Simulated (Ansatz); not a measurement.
GaN: response to strain

The reference is GaN in the zinc blende structure (space group F-43m, No. 216; a = 4.4979 Å). Axes: x, y, z lie along the cube axes.

Strains are applied to the cell and any free atomic positions relax; under biaxial strain the out-of-plane vector relaxes too.

The values are results of r2SCAN in Ansatz (plane waves to 500 eV, PAW, no spin-orbit coupling), not measurements.

Notes on the quantities. energy relative to the base: free energy F.

```csv
change,band gap,ratio −ε⊥/ε∥,energy relative to the base
base,2.17 eV,–,0 meV/atom
"biaxial strain −3.00 %, plane normal [001], relaxed out of plane",2.25 eV,1.03,+19 meV/atom
"biaxial strain −2.50 %, plane normal [001], relaxed out of plane",2.24 eV,1.04,+13 meV/atom
"biaxial strain −2.00 %, plane normal [001], relaxed out of plane",2.23 eV,1.04,[?]
"biaxial strain −1.50 %, plane normal [001], relaxed out of plane",[?],1.05,+4.5 meV/atom
"biaxial strain −1.00 %, plane normal [001], relaxed out of plane",2.20 eV,1.06,+2.0 meV/atom
"biaxial strain −0.50 %, plane normal [001], relaxed out of plane",2.18 eV,–,+0.5 meV/atom
```

Q: What belongs in the blanks?

A: 
- biaxial strain −2.00 %, plane normal [001], relaxed out of plane, energy relative to the base: +8.1 meV/atom
- biaxial strain −1.50 %, plane normal [001], relaxed out of plane, band gap: 2.21 eV

Gaps are read on the SCF mesh and a high-symmetry path. Stability against distortions was not tested. This is not the structure that GaN has at room temperature and ambient pressure.

Ansatz is an electronic-structure program.
